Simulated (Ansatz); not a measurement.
A calculation on rock-salt LuN returned lattice constant a 4.656 Å, bulk modulus 198 GPa.

Which level of theory produced these numbers?
A) PBE0 (Ansatz (a first-principles code))
B) PBEsol (Ansatz)
C) LDA (Ansatz)
D) PBEsol+SOC (Ansatz)

C, LDA (Ansatz)

The others give: PBEsol 4.702 Å, 184 GPa; PBE0 4.758 Å, 185 GPa; PBEsol+SOC 4.696 Å, 184 GPa.

Unless a cell is named, each level is at its own relaxed cell (LDA 12.62, PBE0 13.46, PBEsol 12.99, PBEsol+SOC 12.94 Å³/atom).

Ansatz's density-functional and Hartree–Fock values are scalar-relativistic unless marked +SOC, with PAW data made under PBE.
